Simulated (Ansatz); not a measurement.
Start from ZrB$_{2}$ (space group P6/mmm, No. 191; a = 3.155 Å, c = 3.506 Å; relaxed with 0.1 eV smearing). Axes: x lies along a and z along c of the hexagonal cell.

The values are results of PBEsol/PAW in Ansatz (an electronic-structure program), without spin-orbit coupling, not measurements.

Before the change:

| Quantity | Value |
|---|---|
| Pressure | 0.0 GPa |

It is then changed as follows: tensile biaxial strain of 3.00 % in the plane normal to [001], as in epitaxy on a mismatched substrate; the out-of-plane cell vector and the atoms relax.

### Question
What does the calculation give for the ratio −ε⊥/ε∥ after the change?

### Answer
The ratio −ε⊥/ε∥ amounts to 0.55.

### Question
Estimate the effect on the pressure.

### Answer
The pressure (mean of the normal stresses, compression positive) goes from zero to -10.2 GPa.

Whether these cells are dynamically stable was not tested. All final runs are without spin polarisation.
